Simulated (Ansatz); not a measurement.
The parent structure is WC (space group P-6m2, No. 187; a = 2.899 Å, c = 2.827 Å; relaxed with 0.1 eV smearing). Axes: x lies along a and z along c of the hexagonal cell.

Method: DFT with PBEsol, PAW potentials and a 420 eV plane-wave cutoff in Ansatz (a quantum-chemistry and plane-wave program), scalar-relativistic without spin-orbit coupling.

Base values:

| Property | Value |
|---|---|
| Pressure | 0.0 GPa |
| Shortest interatomic distance | 2.191 Å |

Modification: strain tensor (xx, yy, zz, yz, xz, xy) = (+1.59, −0.99, +0.45, +1.15, −0.31, −0.43) %; the atoms relax in the strained cell.

Question: Estimate the effect on the pressure, energy relative to the base and shortest interatomic distance.

Answer: The pressure (mean of the normal stresses, compression positive) goes from zero to -3.9 GPa; the energy increases by 13 meV/atom; the shortest interatomic distance drops by 0.025 Å (2.191 Å → 2.166 Å).

Whether these cells are dynamically stable was not tested. All final runs are without spin polarisation.
